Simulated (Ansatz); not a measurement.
**Response to strain in BeS**

Base system: BeS in the zinc blende structure (space group F-43m, No. 216).

```
CELL_PARAMETERS angstrom
      0.00000     2.41904     2.41904
      2.41904     0.00000     2.41904
      2.41904     2.41904     0.00000
ATOMIC_POSITIONS crystal
  Be 0.00000 0.00000 0.00000
  S  0.25000 0.25000 0.25000
```

Cartesian axes are those of the cell as printed.

Strains are applied to the cell and any free atomic positions relax; under biaxial strain the out-of-plane vector relaxes too.

Calculations: DFT with PBEsol, PAW potentials and a 420 eV plane-wave cutoff in Ansatz (an electronic-structure program), spin-orbit coupling left out.

Notes on the quantities. in-plane stress: mean in-plane stress (compression positive).

```csv
variant,ratio −ε⊥/ε∥,in-plane stress,band gap
base,–,–,2.91 eV
"biaxial strain −2.50 %, plane normal [111], relaxed out of plane",0.42,+6.4 GPa,2.68 eV
"biaxial strain −2.08 %, plane normal [111], relaxed out of plane",0.41,(withheld),2.72 eV
"biaxial strain −1.67 %, plane normal [111], relaxed out of plane",0.41,+4.1 GPa,(withheld)
"biaxial strain −1.25 %, plane normal [111], relaxed out of plane",0.41,(withheld),2.81 eV
"biaxial strain +0.42 %, plane normal [111], relaxed out of plane",–,-1.0 GPa,2.89 eV
"biaxial strain +0.83 %, plane normal [111], relaxed out of plane",0.40,-1.9 GPa,2.88 eV
"biaxial strain +1.67 %, plane normal [111], relaxed out of plane",0.40,(withheld),2.85 eV
"biaxial strain +2.08 %, plane normal [111], relaxed out of plane",0.40,-4.5 GPa,2.84 eV
"biaxial strain +2.50 %, plane normal [111], relaxed out of plane",0.39,-5.3 GPa,2.82 eV
```

Q: Fill in the withheld entries from the trend.

A: 
- biaxial strain −2.08 %, plane normal [111], relaxed out of plane, in-plane stress: +5.2 GPa
- biaxial strain −1.67 %, plane normal [111], relaxed out of plane, band gap: 2.77 eV
- biaxial strain −1.25 %, plane normal [111], relaxed out of plane, in-plane stress: +3.0 GPa
- biaxial strain +1.67 %, plane normal [111], relaxed out of plane, in-plane stress: -3.6 GPa

Whether these cells are dynamically stable was not tested.
